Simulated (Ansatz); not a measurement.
Take TaN (space group P6/mmm, No. 191) as the base.

```yaml
crystal:
  lattice:
    - [5.20166, 0.00000, 0.00000]
    - [-2.60083, 4.50477, 0.00000]
    - [0.00000, 0.00000, 2.90614]
  atoms:
    - { symbol: Ta, position: [0.00000, 0.00000, 0.00000] }
    - { symbol: Ta, position: [0.33333, 0.66667, 0.50000] }
    - { symbol: Ta, position: [0.66667, 0.33333, 0.50000] }
    - { symbol: N, position: [0.50000, 0.00000, 0.00000] }
    - { symbol: N, position: [0.50000, 0.50000, 0.00000] }
    - { symbol: N, position: [0.00000, 0.50000, 0.00000] }
```

Levels (all Ansatz, an electronic-structure program, PAW): PBEsol (420 eV, spin-orbit coupling left out); r2SCAN (500 eV, scalar-relativistic without spin-orbit coupling).

The geometry is relaxed with PBEsol.

```
Property          Result
---------------  -------
PBEsol pressure  0.0 GPa
```

With r2SCAN at the same geometry, the pressure goes from zero to 3.9 GPa.

Single points use the geometry relaxed with PBEsol. Their cutoffs differ, which shifts pressures a little. Stability against distortions was not tested. The final runs are not spin-polarised. This is not the structure that TaN has at room temperature and ambient pressure.
